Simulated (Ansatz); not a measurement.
We consider ZrOs (Pm-3m, No. 221, 2 atoms in the cell; start mp-11541), described by LDA (Ansatz, a program for electronic structure, PAW).

Numerical settings: plane-wave cutoff 520 eV, 16×16×16 k mesh, Fermi–Dirac smearing 0.05 eV, no spin polarisation, scalar-relativistic PAW data made under PBE.

Cell (relaxed at this level):

```xyz
2
Lattice="3.2260 0.0000 0.0000 0.0000 3.2260 0.0000 0.0000 0.0000 3.2260" Properties=species:S:1:pos:R:3 pbc="T T T"
Zr     1.6130     1.6130     1.6130
Os     0.0000     0.0000     0.0000
```

Give the computed bulk modulus B0.


- bulk modulus B0: 236 GPa

Note: the run has no spin polarisation, so it can have missed a magnetic state; the bulk modulus is −V dP/dV from two relaxed cells at ±2 % in volume; the relaxation could not lower the start's symmetry, so the cell can be a saddle point above a distorted one.

Spin–orbit coupling is not included.

Static lattice: no zero-point or thermal effects.

A start named mp-… is a Materials Project structure, which need not be a measured phase.
